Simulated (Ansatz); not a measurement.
The reference is MoSi2 (space group I4/mmm, No. 139; relaxed with 0.1 eV smearing).

```
MoSi2
1.0
   -1.60843     1.60843     3.93738
    1.60843    -1.60843     3.93738
    1.60843     1.60843    -3.93738
Mo Si
1 2
Direct
  0.00000   0.00000   0.00000
  0.33507   0.33507   0.00000
  0.66493   0.66493   0.00000
```

All numbers come from PBE in Ansatz (plane waves to 420 eV, PAW, no spin-orbit coupling), earlier PAW set.

Modification: an isotropic linear strain of −5.83 %, atoms relaxed at fixed cell.

Question: What happens to the energy relative to the base and largest internal atomic displacement?

Answer: The energy rises by 0.327 eV/atom; the largest internal atomic displacement comes out as 0.016 Å.

Stability against distortions was not tested. All final runs are without spin polarisation.

Ansatz is a first-principles code.
